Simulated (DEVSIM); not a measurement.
System: abrupt Si n-p junction, at 300 K.

| layer (left to right) | material | thickness (μm) | Nd (cm⁻³) | Na (cm⁻³) | τn (s) | τp (s) |
|---|---|---|---|---|---|---|
| 1 | Si | 5.60 | 1.2e18 | - | 3.4e-7 | 3.4e-7 |
| 2 | Si | 49.0 | - | 5.3e15 | 3.4e-7 | 3.4e-7 |

Left contact: ohmic. Right contact: ohmic. Voltage is applied to the left contact. Recombination: SRH at mid-gap, radiative. Mobility is μmin + (μ − μmin)/(1 + (N/Nref)^α).

This is a model device: material constants are rounded textbook-type values typed into the input, and sizes, dopings and lifetimes were drawn at random. Values at 300 K.

```tsv
parameter	Si
gap (eV)	1.124
affinity (eV)	4.05
permittivity	11.7
Nc (cm⁻³)	2.86e19
Nv (cm⁻³)	3.1e19
μn (cm²/Vs)	1417
μp (cm²/Vs)	470
μn,min	52
μp,min	45
Nref,n	9.7e16
Nref,p	2.2e17
αn	0.68
αp	0.72
B (cm³/s)	4.7e-15
```

Simulated with DEVSIM: 1D drift-diffusion, Boltzmann statistics, complete ionisation; no tunnelling, impact ionisation, image-force lowering or self-heating.

The doping Nd of layer 1 was swept, all else fixed.

| doping Nd of layer 1 (cm^-3) | dark forward voltage at 1 A/cm² (V) | potential step across the device at zero bias (V) | largest field in the device at zero bias (V/cm) | dark forward voltage at 100 A/cm² (V) |
|---|---|---|---|---|
| 3.6e16 | 0.622 | 0.727 | 31000 | 0.919 |
| 1.2e17 | 0.626 | 0.758 | 35000 | 0.878 |
| 3.6e17 | 0.627 | 0.787 | 43000 | 0.856 |
| 1.2e18 | 0.627 | 0.818 | 66000 | 0.847 |
| 3.6e18 | 0.627 | 0.846 | 110000 | 0.845 |
| 1.2e19 | 0.627 | 0.877 | 190000 | 0.844 |

From the first row to the last the dark forward voltage at 1 A/cm² goes from 0.622 to 0.627. From the first row to the last the potential step across the device at zero bias goes from 0.727 to 0.877.
